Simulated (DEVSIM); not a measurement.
System: Schottky contact on n-type In0.53Ga0.47As, at 300 K.

Layer 1 from the left is In0.53Ga0.47As, thickness (μm) 1.70, Nd (cm⁻³) 1.2e15, τn (s) 5.3e-8, τp (s) 5.3e-8.

Left contact: Schottky, work function 4.89 eV, emission velocity 2.5e6 cm/s. Right contact: ohmic. Voltage is applied to the left contact. Recombination: SRH at mid-gap, radiative. Mobility is μmin + (μ − μmin)/(1 + (N/Nref)^α).

Constants are typed, rounded textbook-type inputs, not results; the design itself was drawn at random and stands for no fabricated device. Values at 300 K.

In0.53Ga0.47As: gap (eV) 0.74, affinity (eV) 4.51, permittivity 13.9, Nc (cm⁻³) 2.1e17, Nv (cm⁻³) 7.7e18, μn (cm²/Vs) 12000, μp (cm²/Vs) 300, μn,min 300, μp,min 10, Nref,n 1.3e17, Nref,p 4.9e17, αn 0.48, αp 0.4, B (cm³/s) 9.6e-11.

Simulated with DEVSIM: 1D drift-diffusion, Boltzmann statistics, complete ionisation; no tunnelling, impact ionisation, image-force lowering or self-heating. Metal contacts follow the ideal Schottky-Mott rule: no Fermi-level pinning, no interface dipoles.

What does the simulation give for the largest field in the device at zero bias, the dark forward voltage at 100 A/cm², the potential step across the device at zero bias, the dark forward voltage at 1 A/cm²?

largest field in the device at zero bias 8300 V/cm; dark forward voltage at 100 A/cm² 0.218 V; potential step across the device at zero bias 0.246 V; dark forward voltage at 1 A/cm² 0.089 V.
